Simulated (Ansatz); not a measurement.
Start from Ga₂O₃ in the corundum structure (space group R-3c, No. 167; a = 5.0577 Å, c = 13.6232 Å (hexagonal axes)).

(Cell as relaxed with PBE.)

Levels (all Ansatz, a first-principles code, PAW): PBE (420 eV, spin-orbit coupling left out); r2SCAN (500 eV, no SOC).

Each level relaxes its own structure.

| quantity | PBE | r2SCAN |
|---|---|---|
| volume per atom | 10.06 Å³ | [?] |
| lattice parameter a | 5.058 Å | [?] |
| lattice parameter c | 13.623 Å | [?] |
| band gap | 2.40 eV | [?] |
| gap character | indirect, Γ–S₀ (50 % along) → Γ | [?] |
| electron mass | 0.21 mₑ | [?] |

Question: What does r2SCAN give?

Answer: 
- volume per atom, r2SCAN: 9.64 Å³
- lattice parameter a, r2SCAN: 4.985 Å
- lattice parameter c, r2SCAN: 13.442 Å
- band gap, r2SCAN: 3.55 eV
- gap character, r2SCAN: indirect, Γ–S₀ (50 % along) → Γ
- electron mass, r2SCAN: 0.25 mₑ

PBE's volume per atom lies 0.42 Å³ above r2SCAN's (4.3 %); PBE's lattice parameter a lies 0.073 Å above r2SCAN's (1.5 %); PBE's lattice parameter c lies 0.1815 Å above r2SCAN's (1.4 %); PBE's band gap lies 1.15 eV below r2SCAN's; the two agree on the gap character. Neither level is exact; r2SCAN is the comparison here, not a measurement.

Effective masses come from finite differences of ±0.01 Å⁻¹. No phonon test of stability was made.
